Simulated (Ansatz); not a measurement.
Input and output of a self-consistent single point for TiC (P6_3/mmc, 8 atoms in the cell) (Ansatz, a quantum-chemistry and plane-wave program).

Method of the run: PBE-D3BJ (plane waves, PAW; Ansatz).

```
CELL_PARAMETERS angstrom
      3.20013     0.00000     0.00000
     -1.60007     2.77140     0.00000
      0.00000     0.00000    10.79606
ATOMIC_POSITIONS crystal
  Ti 0.33333 0.66667 0.12500
  Ti 0.66667 0.33333 0.62500
  Ti 0.66667 0.33333 0.87500
  Ti 0.33333 0.66667 0.37500
  C  0.00000 0.00000 0.00000
  C  0.00000 0.00000 0.50000
  C  0.33333 0.66667 0.75000
  C  0.66667 0.33333 0.25000
```

Reference input (self-consistent single point, DFT, PBE, plane waves, default PAW files): basis.ecutwfc = 420 eV; kpoints.mp_grid.grid = 12 12 3; hamiltonian.xc = pbe; hamiltonian.pseudopotentials = {kind: paw} (the program's default PAW files); scf.occupations.method = fermi_dirac; scf.occupations.width = 0.1 eV. This run's input differs from it in these lines:

```diff
@@ -20,2 +20,3 @@
   xc: pbe
+  dispersion: d3bj
   pseudopotentials: { kind: paw }
```

Log, with long lists cut:

```
SCF iter   1: F=—  HF=-11009.148608 eV  |F-HF|=—  |Δ(HF+E_count)|=         —  Δρ=6.02e-3  dr2=9.32e-2  ethr=1.77e-3  ⟨swp⟩=4.0  Hψ=5573  notcnv=0
all-band conjugate gradients solve this SCF's bands
preconditioner: auto → Kerker (q_TF=auto, 2.551 Å⁻¹)
SCF iter   2: F=—  HF=-11009.137217 eV  |F-HF|=—  |Δ(HF+E_count)|=   1.14e-2  Δρ=2.90e-3  dr2=2.36e-2  ethr=1.46e-4  ⟨swp⟩=1.3  Hψ=1844  notcnv=0
   [... lines left out ...]
SCF iter   5: F=—  HF=-11009.132354 eV  |F-HF|=—  |Δ(HF+E_count)|=   5.05e-8  Δρ=6.53e-5  dr2=6.72e-6  ethr=8.51e-8  ⟨swp⟩=2.0  Hψ=2101  notcnv=0
SCF iter   6: F=—  HF=-11009.132354 eV  |F-HF|=—  |Δ(HF+E_count)|=   6.39e-7  Δρ=2.58e-5  dr2=8.04e-7  ethr=1.05e-8  ⟨swp⟩=2.3  Hψ=2302  notcnv=0
SCF iter   7: F=—  HF=-11009.132354 eV  |F-HF|=—  |Δ(HF+E_count)|=   5.50e-8  Δρ=1.07e-5  dr2=1.34e-7  ethr=1.56e-10  ⟨swp⟩=5.8  Hψ=5701  notcnv=0
SCF iter   8: F=-11009.132354 eV  HF=-11009.132354 eV  |F-HF|=6.68e-10  |Δ(HF+E_count)|=   6.48e-9  Δρ=2.37e-6  dr2=4.54e-9  ethr=1.56e-10  ⟨swp⟩=4.2  Hψ=4566  notcnv=0
SCF 1 converged in 8 iterations: F = -11009.132354 eV  dr2 = 4.54e-9
Free energy (F): -11009.132354 eV
Internal energy: -11009.076635 eV  (E = F + TS)
E sigma→0 (E₀):  -11009.104494 eV
Entropy (-TS):   -0.055719 eV (-6.965 meV/atom)
Fermi energy:    11.885972 eV
--- Forces (eV/Å), atoms counted from 1 ---
  atom   1  Ti    -0.00000000     0.00000000    -1.74504001
  atom   2  Ti     0.00000000    -0.00000000    -1.74504001
  atom   3  Ti    -0.00000000    -0.00000000     1.74504001
  atom   4  Ti    -0.00000000     0.00000000     1.74504001
  atom   5  C      0.00000000     0.00000000     0.00000000
  atom   6  C     -0.00000000     0.00000000    -0.00000000
  atom   7  C      0.00000000     0.00000000     0.00000000
  atom   8  C     -0.00000000    -0.00000000     0.00000000
--- Stress (GPa, compression-positive) ---
      -30.150063       0.000000       0.000000
        0.000000     -30.150063       0.000000
        0.000000       0.000000     -24.817557
  P = ⅓ Tr σ = -28.3726 GPa (-283.726 kbar)
  The stress holds the Pulay correction. Without it, at fixed plane waves, as pw.x and ABINIT print it: P = -28.5782 GPa
```

The run converged in 8 iterations. Against the reference run the pressure goes from -23.22 to -28.37 GPa and the largest force hardly changes (1.747 to 1.745 eV/Å).

The starting cell was generated: these elements placed on a structure prototype, without a prior relaxation; it need not be a known phase or ordering of this composition. Its lattice was rescaled by a random factor within 2.5 % of one. Spin polarisation is off. With a pressure of about -28 GPa the cell is away from its equilibrium volume at this level. Forces in this geometry exceed 1 eV/Å. Ansatz's pressure includes its estimate of the finite-basis (Pulay) stress.

Keys are those of Ansatz 0.2.
